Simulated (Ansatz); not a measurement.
The starting structures come from a database of crystals and need not be the phases stable at ambient conditions.

 Where the default PAW files enter, the runs use the earlier of Ansatz's two default sets.

Data:

```
CELL_PARAMETERS angstrom
      5.24720     0.00000     0.00000
     -2.52053     4.60218     0.00000
      1.01849     1.71905     5.00053
ATOMIC_POSITIONS crystal
  Li 0.25974 0.74026 0.25000
  Li 0.74026 0.25974 0.75000
  Li 0.57584 0.42416 0.25000
  Li 0.42416 0.57584 0.75000
  Zr 0.90870 0.09130 0.25000
  Zr 0.09130 0.90870 0.75000
  O  0.00000 0.50000 0.00000
  O  0.50000 0.00000 0.50000
  O  0.30800 0.15624 0.98826
  O  0.69200 0.84376 0.01174
  O  0.84376 0.69200 0.51174
  O  0.15624 0.30800 0.48826
```

Space group of this cell: C2/c. The cell is taken as given.

Transport runs along the normal of the first two printed cell vectors.

No gap correction and no spin-orbit coupling; mid-gap values are interpolated between computed energies.

Give the band gap and the smallest decay constant κ at mid-gap that r2SCAN in Ansatz (a first-principles code) yields.

Gap 4.46 eV on a 8×8×6 mesh; κ = 0.439 1/Å, at the zone centre.
